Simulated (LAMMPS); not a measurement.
One set-up with several potentials: Si (diamond structure), a cell about 110 Å long along the (110) normal with half to two thirds of it melted and the whole then held at 1350 K and zero normal pressure.

The levels:
- MEAM Si_1.meam.spline: classical MD, pair style meam/spline, file Si_1.meam.spline (LAMMPS); Lenosky, Sadigh, Alonso, Bulatov, de la Rubia, Kim, Voter and Kress, Modell Simul Mater Sci Eng, 8, 825 (2000)
- Si.edip: classical MD, pair style edip, file Si.edip (LAMMPS); Justo, Bazant, Kaxiras, Bulatov and Yip, Phys Rev B, 58, 2539 (1998)
- Si.sw: classical MD, pair style sw, file Si.sw (LAMMPS); Stillinger and Weber,  Phys Rev B, 31, 5262, (1985)

| potential | speed | direction | rough cost (ms per atom and simulated ps) |
|---|---|---|---|
| Si.edip | 3.88 ± 0.08 m/s | the crystal grows | 0.3 to 1 |
| MEAM Si_1.meam.spline | -11.5 ± 0.7 m/s | the crystal melts back | 3 to 10 |
| Si.sw | 15.9 ± 0.4 m/s | the crystal grows | 1 to 3 |

Costs are rough: whole-run CPU time with set-up and analysis, from shared machines, in bands a factor of about three wide.

Uncertainties are statistical and leave out the potential's own error.
